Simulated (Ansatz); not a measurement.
Base system: Al$_{2}$O$_{3}$ in the corundum structure (space group R-3c, No. 167; a = 4.729 Å, c = 12.892 Å (hexagonal axes)).

Calculations: DFT with LDA, PAW potentials and a 420 eV plane-wave cutoff in Ansatz (a program for electronic structure), no SOC.

Base values:

* **Valence-band top at Γ**: 0.00, -0.04, -0.04 eV
* **Electron mass**: 0.43 mₑ along c, 0.39 mₑ across (at Γ)
* **Width of the top valence band**: 0.66 eV

Modification: a hydrostatic pressure of 30 GPa.

Task: What happens to the valence-band top at Γ?

Result: The valence-band top at Γ (three highest levels, from the VBM) changes from 0.00, -0.04, -0.04 eV to 0.00, -0.12, -0.12 eV.

Task: What does the calculation give for the electron mass after the change?

Result: The electron mass changes from 0.43 mₑ along c, 0.39 mₑ across (at Γ) to 0.51 mₑ along c, 0.43 mₑ across (at Γ).

Task: How does this affect the width of the top valence band?

Result: The width of the top valence band rises by 0.17 eV to 0.83 eV.

The levels and masses belong to the bands next to the band gap. Load acts through the strain it causes; cell and atoms are relaxed under it. Effective masses come from finite differences of ±0.01 Å⁻¹. No phonon test of stability was made. Competing high-pressure phases were not computed.
